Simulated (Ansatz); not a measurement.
Base system: TiC in the rock salt structure (space group Fm-3m, No. 225; a = 4.329 Å; relaxed with 0.1 eV smearing). Axes: x, y, z lie along the cube axes.

The values are results of DFT with r2SCAN, PAW potentials and a 500 eV plane-wave cutoff in Ansatz (a program for electronic structure), scalar-relativistic without spin-orbit coupling, earlier PAW set, not measurements.

Base values:

The shortest interatomic distance comes out as 2.164 Å and the band gap is zero.

Perturbation: the cell is stretched by 1.39 % along y with no lateral relaxation, atoms relaxed at fixed cell.

**Question.** What does the calculation give for the stress, energy relative to the base, shortest interatomic distance and band gap after the change?

**Answer.** The stress (xx, yy, zz, yz, xz, xy; compression positive) is (-1.7, -6.8, -1.7, 0.0, 0.0, 0.0) GPa; the energy grows by 3.1 meV/atom; the shortest interatomic distance remains 2.164 Å; the band gap remains zero.

The cells carry an imposed strain or load. No phonon test of stability was made. All final runs are without spin polarisation.
